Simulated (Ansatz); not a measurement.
The structure below was relaxed with PBE (Ansatz, an electronic-structure program), no spin-orbit coupling, at pressure 4.5 GPa.

```yaml
crystal:
  lattice:
    - [3.10852, 0.00000, 0.00000]
    - [-1.55426, 2.69206, 0.00000]
    - [0.00000, 0.00000, 4.97592]
  atoms:
    - { symbol: Al, position: [0.66667, 0.33333, 0.00358] }
    - { symbol: Al, position: [0.33333, 0.66667, 0.50358] }
    - { symbol: N, position: [0.66667, 0.33333, 0.62162] }
    - { symbol: N, position: [0.33333, 0.66667, 0.12162] }
```

**Question.** Find the space group and the Wyckoff positions.

**Answer.** Space group P6₃mc (No. 186); a = 3.1085 Å, b = 3.1085 Å, c = 4.9759 Å, α = 90.00°, β = 90.00°, γ = 120.00°

```tsv
atom	site	symmetry	x	y	z
Al	2b	3m.	0.6667	0.3333	0.0036
N	2b	3m.	0.3333	0.6667	0.1216
```

**Question.** Describe the coordination.

**Answer.** The crystal has 4 atoms in its conventional cell. Conventional cell: a = b = 3.109 Å, c = 4.976 Å, α = β = 90.00°, γ = 120.00°. Al is surrounded by 4 N at 1.888–1.901 Å (tetrahedral). N is surrounded by 4 Al at 1.888–1.901 Å (tetrahedral). (Neighbours: up to the widest gap in distance over summed covalent radii, below 1.35, at either atom; cation-cation and far metal-metal contacts left out.)

Load acts through the strain it causes; cell and atoms are relaxed under it. Stability against distortions was not tested. Tetrahedral semiconductors of this kind turn to denser phases somewhere between about 1 and 50 GPa; those were not computed, so compressed cells here can lie past the real transition. The cell was made from AlN in the wurtzite structure (space group P6_3mc, No. 186) by this change: pressure 4.5 GPa.
